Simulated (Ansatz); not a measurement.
HfSi2, response to strain

Start from HfSi2 (space group Cmcm, No. 63; a = 3.650 Å, b = 14.350 Å, c = 3.635 Å). Axes: x, y, z lie along a, b, c of the conventional cell.

Strains are applied to the cell and any free atomic positions relax; under stress the whole cell relaxes.

Level of theory: PBEsol (Ansatz, a program for electronic structure; PAW; 420 eV plane waves; no SOC).

Candidates:
(a) strain tensor (xx, yy, zz, yz, xz, xy) = (+0.11, +2.39, −1.39, +0.26, −0.56, +0.77) %
(b) isotropic strain −1.21 %
(c) uniaxial stress, 8 GPa compression along z
(d) uniaxial strain ε_xx = +2.01 %
(e) uniaxial strain ε_xx = −5.13 %

Notes on the quantities. energy relative to the base: free energy F.

Q: Order them by energy relative to the base, lowest first.

A: (d) uniaxial strain ε_xx = +2.01 % (+4.9 meV/atom), (a) strain tensor (xx, yy, zz, yz, xz, xy) = (+0.11, +2.39, −1.39, +0.26, −0.56, +0.77) % (+8.0 meV/atom), (b) isotropic strain −1.21 % (+9.6 meV/atom), (c) uniaxial stress, 8 GPa compression along z (+13 meV/atom), (e) uniaxial strain ε_xx = −5.13 % (+37 meV/atom)

Without a gap, meshes like the base's 13×13×13 leave anisotropic stresses uncertain by several tenths of a GPa, and small strain energies with them. Beyond what the load breaks, stability against distortions was not tested. All final runs are without spin polarisation.
